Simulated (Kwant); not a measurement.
## Ge/Si0.2Ge0.8 stack with 1 barrier

System: Ge/Si0.2Ge0.8 stack with 1 barrier. One parabolic valley. Leads of mass 0.12 mₑ with the band edge at 0; grid 0.1 nm; bias swept from 0.0048 to 0.24 V, dropping linearly over the stack. Emitter Fermi level 0.012 eV, 300 K, equal in the collector.

| layer | thickness (nm) | band offset (eV) | mass (mₑ) |
|---|---|---|---|
| 1 | 6.4 | 0.12 | 0.14 |

Constants are typed, rounded textbook-type inputs, not results; the design itself was drawn at random and stands for no fabricated device.

Model: one-band effective-mass tight-binding model in one dimension, coherent, no space charge, current by the Tsu-Esaki formula (Kwant).

```
bias (V)  J (A/cm²)
--------  ---------
0.004800       3120
0.01291        8420
0.02102       13800
0.02913       19300
0.03724       25100
0.04535       31200
0.05346       37700
0.06157       44600
0.06968       52200
0.07779       60400
0.08590       69400
0.09401       79200
0.1021        90000
0.1102       102000
0.1183       115000
0.1265       129000
0.1346       145000
0.1427       161000
0.1508       180000
0.1589       199000
0.1670       221000
0.1751       243000
0.1832       267000
0.1913       292000
0.1994       318000
0.2076       345000
0.2157       373000
0.2238       401000
0.2319       429000
0.2400       456000
```
